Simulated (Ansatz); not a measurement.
Results of LDA in Ansatz (PAW) for TaRh3 (model structure, started from the A15 type, Pm-3n, No. 223, 8 atoms in the cell).

Numerical settings: plane-wave cutoff 520 eV, 12×12×12 k mesh, Fermi–Dirac smearing 0.05 eV, no spin polarisation, scalar-relativistic PAW data made under PBE.

Cell (relaxed at this level):

```
CELL_PARAMETERS angstrom
      4.87537     0.00000     0.00000
      0.00000     4.87537     0.00000
      0.00000     0.00000     4.87537
ATOMIC_POSITIONS crystal
  Rh 0.25000 0.00000 0.50000
  Rh 0.75000 0.00000 0.50000
  Rh 0.00000 0.50000 0.25000
  Rh 0.00000 0.50000 0.75000
  Rh 0.50000 0.25000 0.00000
  Rh 0.50000 0.75000 0.00000
  Ta 0.00000 0.00000 0.00000
  Ta 0.50000 0.50000 0.50000
```

Problem. Give the computed bulk modulus B0.

Solution. 
- bulk modulus B0: 283 GPa

Note: the run has no spin polarisation, so it can have missed a magnetic state; the bulk modulus is −V dP/dV from two relaxed cells at ±2 % in volume; the relaxation could raise the start's symmetry but not lower it, so the cell can be a saddle point.

Spin–orbit coupling is not included.

The computed numbers hold no vibrational or temperature effects.

It cost about 4 core-minutes (a rough figure) of CPU time.

A model structure was made by putting elements into a prototype or built by hand; it is no filed structure, need not be a known phase, and can be a saddle point held by its symmetry.

Ansatz is a first-principles code.
